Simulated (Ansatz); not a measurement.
Take Mo in the bcc (W type) structure (space group Im-3m, No. 229; relaxed with 0.1 eV smearing) as the base.

```xyz
1
Lattice="-1.5755 1.5755 1.5755 1.5755 -1.5755 1.5755 1.5755 1.5755 -1.5755" Properties=species:S:1:pos:R:3 pbc="T T T"
Mo     0.0000     0.0000     0.0000
```

Cartesian axes are those of the cell as printed.

The values are results of Ansatz (a program for electronic structure), r2SCAN, PAW, cutoff 500 eV, no spin-orbit coupling, not measurements.

It is then changed as follows: the cell is compressed by 3.00 % along z with no lateral relaxation; the atoms relax in the strained cell.

Problem. Predict the stress tensor and what it implies for the stiffness.

Solution. Stress of the strained cell less that of the base (GPa, compression positive):
```
    5.4     0.0     0.0
    0.0     5.4     0.0
    0.0     0.0    16.2
```

Then −Δσ_ii/ε with ε = -0.0300 gives secant stiffness values (nonlinear terms included at this strain): C33 ≈ 539 GPa, C13 ≈ 178 GPa and C23 ≈ 178 GPa.

As a check, the harmonic strain energy −½ V₀ Δσ:ε is 24 meV/atom; the computed energy rise is 23 meV/atom.

Stability against distortions was not tested. All final runs are without spin polarisation.
